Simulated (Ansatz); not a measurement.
LaBr3 (P6₃/m, No. 176)

Method: LDA+SOC in Ansatz (PAW).

Numerical settings: plane-wave cutoff 520 eV, 6×6×8 k mesh (along the axes of the cell as run), Fermi–Dirac smearing 0.01 eV, PAW data made under PBE.

Cell (measured lattice):

```xyz
8
Lattice="3.9824 -6.8977 0.0000 3.9824 6.8977 0.0000 0.0000 0.0000 4.5119" Properties=species:S:1:pos:R:3 pbc="T T T"
La     3.9824     2.2992     1.1280
La     3.9824    -2.2992     3.3839
Br     2.7233    -0.5951     1.1280
Br     1.8771     2.0609     3.3839
Br     3.1361    -4.2417     1.1280
Br     5.2415     0.5951     3.3839
Br     6.0877    -2.0609     1.1280
Br     4.8287     4.2417     3.3839
```

For LaBr3 (P6₃/m, No. 176), the band gap is 2.74 eV (indirect) and the smallest direct gap on the k points sampled is 2.76 eV.

Measured, for comparison: band gap 5.9 eV (temperature not stated, no zero-point or thermal correction, literature value; as tabulated in Przystupa et al. (2023), doi:10.3390/ma16145085). Computed (rounded) less measured: band gap -3.16 eV.

Note: cell and atoms aren't relaxed at this level (largest force component 0.19 eV/Å, pressure -2.7 GPa).

Computing time: roughly 10 core-minutes.

Ansatz is an electronic-structure program.
